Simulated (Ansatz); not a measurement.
The parent structure is HfO₂ in the fluorite structure (space group Fm-3m, No. 225).

```
HfO2
1.0
    0.00000     2.52945     2.52945
    2.52945     0.00000     2.52945
    2.52945     2.52945     0.00000
Hf O
1 2
Direct
  0.00000   0.00000   0.00000
  0.25000   0.25000   0.25000
  0.75000   0.75000   0.75000
```

Cartesian axes are those of the cell as printed.

Level of theory: r2SCAN in Ansatz (plane waves to 500 eV, PAW, no SOC), earlier PAW set.

Modification: the cell is compressed by 4.68 % along x with no lateral relaxation; the atoms relax in the strained cell.

Task: Predict the stress tensor and what it implies for the stiffness.

Result: Stress of the strained cell less that of the base (GPa, compression positive):
```
  31.14    0.00    0.00
   0.00    6.12    0.00
   0.00    0.00    6.12
```

Then −Δσ_ii/ε with ε = -0.0468 gives secant stiffness values (nonlinear terms included at this strain): C11 ≈ 665 GPa, C12 ≈ 131 GPa and C13 ≈ 131 GPa.

As a check, the harmonic strain energy −½ V₀ Δσ:ε is 49 meV/atom; the computed energy rise is 47 meV/atom.

Stability against distortions was not tested. This is not the structure that HfO2 has at room temperature and ambient pressure.

Ansatz is a quantum-chemistry and plane-wave program.
